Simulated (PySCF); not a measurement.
PySCF 2.14.0, PBE0/def2-svp, df: Ge(F)3(nBu) (CCC[CH2][Ge]([F])([F])[F]), 17 atoms. The geometry is a generated start, not checked to be a minimum at this level.

```json
{
 "task": "energy",
 "method": "pbe0",
 "basis": "def2-svp",
 "two_electron_scheme": "density fitting",
 "mol.max_memory": "3000 MB",
 "mf.max_cycle": "100",
 "mf.init_guess": "minao (default)",
 "mf.DIIS": "CDIIS (default)",
 "mf.diis_space": "8 (default)",
 "mf.conv_tol": "1e-09 (default)",
 "mf.grids.level": "3 (default)",
 "basis_functions": "175",
 "grid_points": "208176"
}
```

```xyz
17

C     -2.6639    -0.2434     0.0630
C     -1.3656    -0.1786    -0.7301
C     -0.1612    -0.0217     0.1967
C      1.1344     0.0487    -0.6003
Ge     2.7213     0.3115     0.5899
F      3.8634     1.5403     0.1615
F      2.3015     0.7549     2.2138
F      3.7713    -1.0407     0.8455
H     -3.5157    -0.3368    -0.6061
H     -2.7924     0.6570     0.6589
H     -2.6595    -1.0993     0.7338
H     -1.4027     0.6661    -1.4219
H     -1.2546    -1.0896    -1.3235
H     -0.2794     0.8876     0.7916
H     -0.1218    -0.8661     0.8891
H      1.3027    -0.8729    -1.1596
H      1.1221     0.8828    -1.3022
```

One run each on 2 threads, 1 BLAS thread. Values of level_shift (Hartree) tried: 0 (default), 0.1, 0.3, 1.

Which value of level_shift (Hartree) needs the fewest Fock builds, and what happens away from it?

Fewest Fock builds, within one of each other: 0 (default) with 12, 0.1 with 12. The count rises to 31 at 1. All converge to one solution.

| level_shift (Hartree) | Fock builds | end |
|---|---|---|
| 0 (default) | 12 | same solution |
| 0.1 | 12 | same solution |
| 0.3 | 15 | same solution |
| 1 | 31 | same solution |
